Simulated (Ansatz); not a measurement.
A self-consistent single point of K3Pd (P4mm, 4 atoms in the cell) with Ansatz (a program for electronic structure).

Method: PBEsol, default PAW files made with PBE (plane waves; Ansatz).

```xyz
4
Lattice="5.4178 0.0000 0.0000 0.0000 5.4178 0.0000 0.0000 0.0000 5.4178" Properties=species:S:1:pos:R:3 pbc="T T T"
K      2.7089     2.7089     0.0500
K      0.0000     2.7089     2.7089
K      2.7089     0.0000     2.7089
Pd     0.0000     0.0000     0.0000
```

Reference input (self-consistent single point, DFT, PBEsol, plane waves, default PAW files made with PBE): basis.ecutwfc = 420 eV; kpoints.mp_grid.grid = 6 6 6; hamiltonian.xc = pbesol; hamiltonian.pseudopotentials = {kind: paw} (the program's default PAW files); scf.occupations.method = fermi_dirac; scf.occupations.width = 0.1 eV. This run's input differs from it in these lines:

Ansatz 0.2 input:
```diff
@@ -13,3 +13,3 @@
 kpoints:
-  mp_grid: { grid: [6, 6, 6] }
+  mp_grid: { grid: [10, 10, 10] }
 hamiltonian:
@@ -18,3 +18,3 @@
 scf:
-  occupations: { method: fermi_dirac, width: 0.1 eV }
+  occupations: { method: methfessel_paxton, width: 0.01 eV }
 output:
```

Log, with long lists cut:

```
SCF iter   1: F=—  HF=-11453.549555 eV  |F-HF|=—  |Δ(HF+E_count)|=         —  Δρ=2.68e-3  dr2=2.63e-2  ethr=1.77e-3  ⟨swp⟩=6.8  Hψ=15224  notcnv=0
all-band conjugate gradients solve this SCF's bands
preconditioner: auto → Kerker (q_TF=auto, 2.211 Å⁻¹)
SCF iter   2: F=—  HF=-11453.547592 eV  |F-HF|=—  |Δ(HF+E_count)|=   1.96e-3  S|Δr|=    0.00e0  Δρ=1.61e-3  dr2=8.34e-3  ethr=5.84e-5  ⟨swp⟩=2.2  Hψ=5019  notcnv=0  defer=48
   [... lines left out ...]
SCF iter   6: F=—  HF=-11453.545655 eV  |F-HF|=—  |Δ(HF+E_count)|=   6.63e-7  S|Δr|=    0.00e0  Δρ=6.99e-6  dr2=1.23e-7  ethr=4.90e-9  ⟨swp⟩=2.0  Hψ=4940  notcnv=0  defer=56
SCF iter   7: F=-11453.545655 eV  HF=-11453.545655 eV  |F-HF|=2.09e-9  |Δ(HF+E_count)|=  6.84e-10  S|Δr|=    0.00e0  Δρ=1.61e-6  dr2=7.80e-9  ethr=2.22e-10  ⟨swp⟩=6.2  Hψ=11505  notcnv=0
the search or the solves at the SCF's close seem to have found levels that the self-consistency loop had missed (the run counts 2) …
SCF 1 converged in 7 iterations: F = -11453.545655 eV  dr2 = 7.80e-9
Stability not checked (fill_not_monotonic)
Free energy (F): -11453.545655 eV
Internal energy: -11453.545585 eV  (E = F + TS)
E sigma→0 (E₀):  -11453.545638 eV
Entropy (-TS):   -0.000070 eV (-0.018 meV/atom)
Fermi energy:    4.751319 eV
--- Forces (eV/Å), atoms counted from 1 ---
  atom   1  K      0.00000000     0.00000000    -0.08365208
  atom   2  K      0.00000000     0.00000000     0.03463500
  atom   3  K     -0.00000000     0.00000000     0.03463500
  atom   4  Pd    -0.00000000     0.00000000     0.01460223
--- Stress (GPa, compression-positive) ---
       -0.604658       0.000000       0.000000
        0.000000      -0.604658       0.000000
        0.000000       0.000000      -0.610097
  P = ⅓ Tr σ = -0.6065 GPa (-6.065 kbar)
  The stress holds the Pulay correction. Without it, at fixed plane waves, as pw.x and ABINIT print it: P = -0.6097 GPa
```

The run converged in 7 iterations. Against the reference run the free energy rises by 10.6 meV/atom, the pressure stays at -0.61 GPa and the largest force stays at 0.084 eV/Å.

The starting cell comes from a database of computed structures (which also holds hypothetical and non-ambient phases and stackings), without a prior relaxation at this level. Its lattice was rescaled by up to half a per cent. One atom was moved a little off its site on purpose. Spin polarisation is off. Ansatz's pressure includes its estimate of the finite-basis (Pulay) stress.

Cost on one core of a shared machine: roughly 40 s.
